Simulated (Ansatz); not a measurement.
Structures of equal composition on the (100) surface of rock-salt TiC: Zr on all Ti sites of the second plane; Zr on all Ti sites of the top plane. The slabs share one bottom face, and each structure is named by its start. These are constructed structures in small cells; real faces may alloy, dewet or reconstruct in larger ones, and not all known structures of the face are among them. Slabs of about 10 Å, Fermi-Dirac smearing of 0.1 eV. Bottom of the slabs: a bare face, its two planes held. Relaxed from the named starts with such symmetry as they have, on meshes of like density; energies extrapolated to zero smearing; spin only where a row says so; no spin-orbit coupling, no U. Brackets mark spin-polarised runs, whose order is one that fits the cell.

These are r2SCAN, at the PBE geometry (plane waves to 500 eV, PAW; Ansatz, a first-principles code) values and carry that method's errors.

**Question.** Order them by energy per 1x1 cell (lowest first) at the level r2SCAN, at the PBE geometry.

**Answer.** Zr on all Ti sites of the top plane (0.000 eV), Zr on all Ti sites of the second plane (0.320 eV)
